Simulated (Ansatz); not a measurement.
BaTiO3 under a change: strain tensor (xx, yy, zz, yz, xz, xy) = (−0.49, −1.67, −1.70, −1.49, −2.47, +1.41) %

Base system: BaTiO3 (space group P4mm, No. 99; a = 3.9555 Å, c = 4.0461 Å). Axes: x, y, z lie along a, b, c of the conventional cell.

The change: the symmetric strain tensor [-0.0049 0.0140 -0.0247; 0.0140 -0.0167 -0.0149; -0.0247 -0.0149 -0.0170], atoms relaxed at fixed cell.

All numbers come from PBEsol, PAW, 420 eV (Ansatz, a quantum-chemistry and plane-wave program; no spin-orbit coupling), earlier PAW set. Settings: 8×8×8 k-points, 0.05 eV Fermi–Dirac smearing.

```tsv
quantity	base	changed	shift
volume per atom	12.66 Å³	12.17 Å³	-0.496 Å³
space group	P4mm (No. 99)	P1 (No. 1)	–
shortest interatomic distance	1.840 Å	1.863 Å	+0.0237 Å
energy relative to the base (free energy F)	0 meV/atom	+29 meV/atom	+29 meV/atom
pressure (mean of the normal stresses, compression positive)	0.0 kbar	73.9 kbar	+73.9 kbar
band gap	1.85 eV	1.97 eV	+0.12 eV
gap character	–	indirect, R → Γ	–
smallest direct gap	2.22 eV	2.10 eV	-0.12 eV
largest internal atomic displacement	–	0.064 Å	–
stress (xx, yy, zz, yz, xz, xy; compression positive)	–	(7.26, 8.75, 6.16, 3.66, 5.98, -3.51) GPa	–
```

Final structure:

```
CELL_PARAMETERS angstrom
      3.93609     0.05557    -0.09770
      0.05557     3.88942    -0.05894
     -0.09994    -0.06029     3.97732
ATOMIC_POSITIONS crystal
  Ti 0.48590 0.49429 0.44073
  Ba 0.99470 0.99749 0.92865
  O  0.50497 0.50287 0.90978
  O  0.50731 0.00211 0.41256
  O  0.00712 0.50324 0.41428
```

Cost of the whole job for the changed cell (relaxation, final SCF and bands): around 2.5 core-minutes (rough).

Whether these cells are dynamically stable was not tested. All final runs are without spin polarisation. k-point labels follow each cell's own Brillouin zone.
